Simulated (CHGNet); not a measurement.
## CsCl-type NiAl

Calculation: the machine-learned potential CHGNet 0.3.0 (trained on PBE and PBE+U data).

Cell (relaxed at this level):

Space group Pm-3m (No. 221); a = 2.8863 Å, b = 2.8863 Å, c = 2.8863 Å, α = 90.00°, β = 90.00°, γ = 90.00°

```tsv
atom	site	symmetry	x	y	z
Al	1b	m-3m	0.5000	0.5000	0.5000
Ni	1a	m-3m	0.0000	0.0000	0.0000
```

For CsCl-type NiAl, the lattice constant a is 2.886 Å and the volume per atom is 12.02 Å³/atom.

Measured, for comparison: lattice constant a 2.882 Å, equilibrium volume per atom 11.97 Å³/atom (extrapolated to 0 K, zero-point anharmonic expansion removed (Haas, Tran, Blaha 2009); as tabulated in Levämäki et al. (2014), arXiv:1402.3671). Computed (rounded) less measured: lattice constant a +0.1 %, equilibrium volume per atom +0.4 %.

A machine-learned potential is trained on density-functional data: it inherits that level's misses and adds fitting errors of its own.

Note: the model gives imaginary modes for this phase (in the spectrum interpolated from a supercell).
